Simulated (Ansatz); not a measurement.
The reference is GeSb$_{4}$Te$_{7}$ (space group P-3m1, No. 164; a = 4.257 Å, c = 23.391 Å; a cell from a computed database, its experimental status unchecked). Axes: x lies along a and z along c of the hexagonal cell.

The values are results of Ansatz (a first-principles code), PBE-D3(BJ), PAW, cutoff 420 eV, spin-orbit coupling left out, not measurements.

One thing is altered: the cell is scaled by 1.0218 in all directions; the atoms relax in the strained cell.

Q: Predict the stress tensor and what it implies for the stiffness.

A: Stress of the strained cell less that of the base (GPa, compression positive):
```
  -2.00    0.00    0.00
   0.00   -2.00    0.00
   0.00    0.00   -1.50
```

Then B = −ΔP/(ΔV/V₀) with ΔV/V₀ = 0.0668 gives secant stiffness values (nonlinear terms included at this strain): B (at held cell shape, above the free-shape value) ≈ 27 GPa.

As a check, the harmonic strain energy −½ V₀ Δσ:ε is 11 meV/atom; the computed energy rise is 13 meV/atom.

Whether these cells are dynamically stable was not tested. The program warned that a D3 coordination switch lies within reach, so dispersion energies are less smooth here.
